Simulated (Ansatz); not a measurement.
Consider AlZnInO4 (space group R3m, No. 160; a = 3.2563 Å, c = 25.6166 Å (hexagonal axes); a hypothetical phase, not in the database extracts checked).

Now apply this change: a hydrostatic pressure of 0.7 GPa.

Levels (all Ansatz, a first-principles code, PAW): PBEsol (420 eV, no spin-orbit coupling); PBEsol+SOC (420 eV, with spin-orbit coupling).

The geometry is relaxed with PBEsol.

| Property | Result |
|---|---|
| PBEsol smallest direct gap | 1.82 eV |
| PBEsol lowest conduction level above the VBM at special points | Γ 1.82 eV; T 2.84 eV; L 5.44 eV; F 5.55 eV |
| PBEsol pressure | 0.69 GPa |

Task: How does going to PBEsol+SOC change the smallest direct gap, lowest conduction level above the VBM at special points and pressure?

Result: The smallest direct gap decreases by 0.02 eV to 1.80 eV; the lowest conduction level above the VBM at special points becomes Γ 1.79 eV; T 2.82 eV; L 5.42 eV; F 5.53 eV (PBEsol: Γ 1.82 eV; T 2.84 eV; L 5.44 eV; F 5.55 eV); the pressure stays essentially unchanged (0.69 GPa against 0.66 GPa).

Single points use the geometry relaxed with PBEsol. The spin-orbit shifts are approximate. Load acts through the strain it causes; cell and atoms are relaxed under it. Whether these cells are dynamically stable was not tested.
